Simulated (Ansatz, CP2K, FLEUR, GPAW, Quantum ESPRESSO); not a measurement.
**Mg6CdW (Amm2, 8 atoms in the cell) computed with different codes at matched settings**

Self-consistent single point.

```
Mg6CdW
1.0
    4.89763     0.00000     0.00000
    0.00000     3.09524     5.35161
    0.00000    -3.09524     5.35161
Mg Cd W
6 1 1
Direct
  0.50000   0.33541   0.82999
  0.50000   0.82999   0.33541
  0.00000   0.14709   0.67723
  0.00000   0.67723   0.14709
  0.00000   0.67694   0.67694
  0.00000   0.16696   0.16696
  0.50000   0.33389   0.33389
  0.50000   0.83248   0.83248
```

All programs got the same cell, k-point mesh and kind of occupations (in Ansatz's words: kpoints.mp_grid.grid = 4 3 3; scf.occupations.method = gaussian; scf.occupations.width = 0.05 eV); potentials, basis and cutoffs are each program's usual ones.

```
code                                                                                   model  pressure (GPa)  largest force (eV/Å)  k-points           cutoff
----------------  --------------------------------------------------------------------------  --------------  --------------------  --------  ---------------
CP2K              PBEsol, GPW, DZVP-MOLOPT-SR-GTH basis, GTH-PBE potentials (GTH_POTENTIALS)            0.09                     –        19     grid 1000 Ry
FLEUR                        PBEsol, all-electron FLAPW (FLEUR), scalar-relativistic valence               –                 0.183        12  Kmax 3.9 1/bohr
Ansatz                                                       PBEsol, PAW files made with PBE           -1.73                 0.190        12          default
GPAW                                   PBEsol, GPAW PAW datasets PBEsol (made by gpaw-setup)           -1.76                 0.190        12           850 eV
Quantum ESPRESSO                        PBEsol, SSSP 1.1.2 efficiency (PBE) pseudopotentials           -2.10                 0.176        12            45 Ry
```

Size of the force on each atom (eV/Å): Sizes of forces hide their directions.

```json
[
 {"code": "FLEUR", "Mg1": "0.055", "Mg2": "0.055", "Mg3": "0.157", "Mg4": "0.157", "Mg5": "0.183", "Mg6": "0.068", "Cd7": "0.025", "W8": "0.035"},
 {"code": "Ansatz", "Mg1": "0.055", "Mg2": "0.055", "Mg3": "0.163", "Mg4": "0.163", "Mg5": "0.190", "Mg6": "0.068", "Cd7": "0.025", "W8": "0.036"},
 {"code": "GPAW", "Mg1": "0.056", "Mg2": "0.056", "Mg3": "0.160", "Mg4": "0.160", "Mg5": "0.190", "Mg6": "0.076", "Cd7": "0.027", "W8": "0.036"},
 {"code": "Quantum ESPRESSO", "Mg1": "0.055", "Mg2": "0.055", "Mg3": "0.147", "Mg4": "0.147", "Mg5": "0.176", "Mg6": "0.072", "Cd7": "0.024", "W8": "0.037"}
]
```

A dash marks a value that a program does not give, or that is left out as unsure.

The spread over the programs that give each value: pressure within 2.19 GPa; largest force within 0.014 eV/Å.

The starting cell comes from a database of computed structures (which also holds hypothetical and non-ambient phases and stackings), without a prior relaxation at this level. On Ansatz's run: Spin-orbit coupling is off. Spin polarisation is off. Without a gap this mesh is coarse (it stands for a supercell whose shortest vector is 19 Å).

Q: Why do the programs differ, and what cannot be compared?

A: Differences of this kind can come from the potentials, where these differ, and from what each basis and cutoff leave unconverged. The valence holds different numbers of electrons (CP2K 86, FLEUR 92, Ansatz (a first-principles code) 94, GPAW 86, Quantum ESPRESSO 38). The zero of total energies and Fermi levels follows the potentials and each program's conventions, so they are not compared here. CP2K uses small atom-centred bases, whose incompleteness enters pressures, forces and empty levels differently from a plane-wave cutoff. FLEUR treats all electrons, but the usual bases taken here (sphere radii, linearisation, local orbitals, empty states) were not tested for convergence, so the values are no reference for the others. Ansatz's pressure is given at a fixed set of plane waves, as the other plane-wave codes print theirs. The programs reduce the same mesh by symmetry to different extents, which changes the work and not the result. In the pressure, CP2K (by 1.85) lies more than 1 GPa from the median of the plane-wave programs.

The shared mesh is coarse (it stands for a supercell whose shortest vector is 19 Å), so the values are not converged in it.

Left out of this page: ABINIT (failed or unconverged); Elk (not drawn, or without a comparable value).

Keys are those of Ansatz 0.2.
